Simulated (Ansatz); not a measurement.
Abridged Ansatz (a program for electronic structure) output:

```
Relaxation: its limit of steps is 60 (relax.max_steps)
Pseudopotential: Ru, paw, valence charge 16
Crystal: 2 atoms, lattice volume = 26.721 Å³
Basis set: ecut = 420 eV, 537 PW (Γ), exchange–correlation on 40×40×60 points (8 copies of the dense FFT grid, shifted against one another)
Bands: 20, of which v1, the nominal top of the filled ones, is band 16 counted from 1 (15 counted from 0)
Symmetry: 24 space group operations
k-points: 264 of 4400
Functional: x = pbesol(κ = 0.804, μ = 0.12345679012345678), c = pbesol(β = 0.046)
SCF iter   1: F=—  HF=-11633.018230 eV  |F-HF|=—  |Δ(HF+E_count)|=         —  Δρ=1.09e-2  dr2=1.99e-2  ethr=1.77e-3  ⟨swp⟩=5.1  Hψ=20789  notcnv=0
SCF iter   2: F=—  HF=-11633.015159 eV  |F-HF|=—  |Δ(HF+E_count)|=   3.07e-3  Δρ=5.65e-3  dr2=5.02e-3  ethr=6.20e-5  ⟨swp⟩=2.0  Hψ=12349  notcnv=0  defer=1
SCF 1 converged in 6 iterations: F = -11633.014202 eV  dr2 = 1.44e-9
relax step   1: F+E_penalty+E_count = -11633.01420183 eV  Δ(F+E_penalty+E_count) = +0.000e0 eV  max|allowed force component| = 8.327e-17 eV/Å  Δτ_max = 0.0000 Å  P = -1.007 GPa  Ω = 26.721 Å³  (6 SCF iters, dr2 threshold 1.00e-7 eV, accepted)
[... steps on the carried basis left out ...]
relax step   4: F+E_penalty+E_count = -11633.01345986 eV  Δ(F+E_penalty+E_count) = -2.189e-5 eV  max|allowed force component| = 1.619e-17 eV/Å  Δτ_max = 0.0000 Å  P = -2.007 GPa  Ω = 26.800 Å³  stress off target by 8.59e-3 GPa  SCF on the basis re-selected at this cell (its energy is not comparable with the rows above)  (8 SCF iters)
SCF converged after 8 iterations
Free energy (F): -11633.013460 eV
Internal energy: -11633.000111 eV  (E = F + TS)
E sigma→0 (E₀):  -11633.006786 eV
Entropy (-TS):   -0.013349 eV (-6.674 meV/atom)
Fermi energy:    23.784000 eV
--- Forces (eV/Å), atoms counted from 1 ---
  atom   1  Ru     0.00000000     0.00000000     0.00000000
  atom   2  Ru     0.00000000    -0.00000000     0.00000000
--- Stress (GPa, compression-positive) ---
       -2.008590       0.000000       0.000000
        0.000000      -2.008590       0.000000
        0.000000       0.000000      -2.003057
  P = ⅓ Tr σ = -2.0067 GPa (-20.067 kbar)
--- Relaxed structure (3 steps of the walk, 2 accepted, 1 SCFs on fresh bases) ---
  cell:  # Å, volume = 26.8000 Å³
    - [2.6974035811937913, 0.0, 0.0]
    - [-1.3487017905968957, 2.3360200255729437, 0.0]
    - [0.0, 0.0, 4.253167354946733]
  atoms:
    - { symbol: Ru, position: [0.3333333333333333, 0.6666666666666666, 0.7500000000000001] }
    - { symbol: Ru, position: [0.6666666666666666, 0.3333333333333333, 0.24999999999999997] }
```

Question: What was computed, and what are the main results?

Answer: Ru, 2 atoms in the cell, with PBEsol (Ansatz; PAW; 420 eV plane waves; spin-orbit coupling left out), from a series relaxed to a target (pressure −2 GPa). The last SCF converged to F = -11633.013460 eV, or -5816.5067 eV per atom, at a pressure of -2.01 GPa. The total energy compares only with runs of the same code, potentials and settings.

Load acts through the strain it causes; cell and atoms are relaxed under it. Whether these cells are dynamically stable was not tested. All final runs are without spin polarisation. The cell was made from Ru in the hcp (Mg type) structure (space group P6_3/mmc, No. 194) by this change: pressure −2 GPa.

Keys are those of Ansatz 0.2.
